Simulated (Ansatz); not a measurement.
Structures of equal composition on the (111)B surface of zinc-blende GaAs (As plane on top): 2x2 Si adatom at H3; 2x2 Si adatom at T4. The slabs share one bottom face, and each structure is named by its start. These are constructed structures in small cells; real faces may alloy, dewet or reconstruct in larger ones, and not all known structures of the face are among them. Slabs of about 14 Å with all that they carry, Fermi-Dirac smearing of 0.025 eV. Bottom of the slabs: H caps. Relaxed from the named starts with such symmetry as they have, on meshes of like density; energies extrapolated to zero smearing; no spin-orbit coupling, no U. Spin-polarised runs, if any, are marked in brackets, and their order is one that fits the cell; the others ran without spin. Where a second, spin-polarised start was run, the lower counts.

Host crystal: zinc-blende GaAs, with a band gap (PBE, scalar-relativistic without spin-orbit coupling).

The numbers are results of r2SCAN, at the PBE geometry (plane waves to 500 eV, PAW; Ansatz, a program for electronic structure), not measurements.

Q: Rank these by energy per 1x1 cell (lowest first), as r2SCAN, at the PBE geometry gives it.

A: 2x2 Si adatom at T4 (0.000 eV [spin, 1.0 μB a cell], gap 0.29 eV on the mesh), 2x2 Si adatom at H3 (0.061 eV [spin, 0.6 μB a cell], no gap over 0.04 eV on the mesh)
